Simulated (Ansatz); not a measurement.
**Short convergence ladders for CaAl2Zn2 (I4/mmm, 5 atoms in the cell)**

```
CELL_PARAMETERS angstrom
     -2.05088     2.05088     5.72521
      2.05088    -2.05088     5.72521
      2.05088     2.05088    -5.72521
ATOMIC_POSITIONS crystal
  Ca 0.00000 0.00000 0.00000
  Al 0.25000 0.75000 0.50000
  Al 0.75000 0.25000 0.50000
  Zn 0.39187 0.39187 0.00000
  Zn 0.60813 0.60813 0.00000
```

Base method: LDA (PW92), default PAW files made with PBE (plane waves; Ansatz, a quantum-chemistry and plane-wave program).

Base settings: basis.ecutwfc = 420 eV; kpoints.mp_grid.grid = 9 9 9; hamiltonian.xc = lda; hamiltonian.pseudopotentials = {kind: paw} (the program's default PAW files); scf.occupations.method = gaussian; scf.occupations.width = 0.1 eV.

Core times come from one kind of shared machine, to one figure; runs under 30 s give none.

**Zone-centre phonons against the cutoff**

In this ladder: phonons.method = dfpt.

The mesh stays at the base's, so the ladder's end is converged at best in this setting alone.

Frequencies are those of the unrelaxed cell, without the LO-TO term of polar crystals.

Only quantities that move along the ladder and can be compared are tabulated.

```csv
basis.ecutwfc,highest zone-centre frequency (cm⁻¹),lowest optical frequency (cm⁻¹),core time / last (rough)
210 eV,231.4,122.2,0.3
250 eV,245.7,110.2,0.4
295 eV,257.7,114.7,0.5
420 eV,249.0,114.5,0.9
505 eV,249.0,114.5,1
```

Coarsest basis.ecutwfc that holds the lowest optical frequency within 2 cm⁻¹ of the last step, with all finer ones: 295 eV; the step before is off by 4.3 cm⁻¹.

Coarsest basis.ecutwfc that holds the highest zone-centre frequency within 5 cm⁻¹ of the last step, with all finer ones: 420 eV; the step before is off by 8.7 cm⁻¹.

**The force threshold of a relaxation**

On CaAl2Zn2 (I4mm, 5 atoms in the cell): one atom moved by 0.15 angstrom.

In this ladder: relax = atoms.

The mesh stays at the base's, so the ladder's end is converged at best in this setting alone.

Only quantities that move along the ladder and can be compared are tabulated.

| relax.f_tol | free energy less the last step's (meV/atom) | largest force left (eV/Å) | relaxation steps | core time / last (rough) |
|---|---|---|---|---|
| 0.2 eV/Å | 0.18 | 0.0649 | 2 | 0.5 |
| 0.05 eV/Å | 0.00 | 0.0060 | 3 | 0.6 |
| 0.02 eV/Å | 0.00 | 0.0060 | 3 | 0.6 |
| 0.001 eV/Å | 0.00 | 0.0000 | 5 | 1 |

Coarsest relax.f_tol that holds the free energy within 0.05 meV/atom of the last step, with all finer ones: 0.05 eV/Å; the step before is off by 0.18 meV/atom.

Coarsest relax.f_tol that holds the largest force left within 0.02 eV/Å of the last step, with all finer ones: 0.05 eV/Å; the step before is off by 0.065 eV/Å.

On the base run: the starting cell comes from a database of computed structures (which also holds hypothetical and non-ambient phases and stackings), without a prior relaxation at this level. Its lattice was rescaled by up to half a per cent. In the base run, with a pressure of about -4 GPa the cell is away from its equilibrium volume at this level.

Keys are those of Ansatz 0.2.
